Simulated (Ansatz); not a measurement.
# Fermi-surface data of TiN (I4/mmm)

Data:

```xyz
2
Lattice="0.0000 2.1031 2.0953 2.1031 0.0000 2.0953 2.1031 2.1031 0.0000" Properties=species:S:1:pos:R:3 pbc="T T T"
Ti     0.0000     0.0000     0.0000
N      2.1031     2.1031     2.0953
```

Level of theory: PBEsol, rigid bands (plane waves, PAW, scalar-relativistic; Ansatz, a quantum-chemistry and plane-wave program). Condition of this run: uniaxial stress zz = 2 GPa (compression positive) (the target of the relaxation). Cell: cell and atoms relaxed with PBEsol, then loaded as said.

```yaml
density of states at the Fermi level: 0.800 states/(eV·cell), both spins
bare Sommerfeld coefficient: 0.94 mJ/(mol of atoms·K²)
drude_plasma_energy: 7.9 eV
root-mean-square Fermi velocity: 7.5e5 m/s
resistivity times τ: 7.8 ×10⁻²² Ω·m·s
```

A metal at this level (no band gap); rigid bands, thermally averaged at 300 K, both spins. Spin-orbit coupling is left out. τ is one relaxation time for all states.
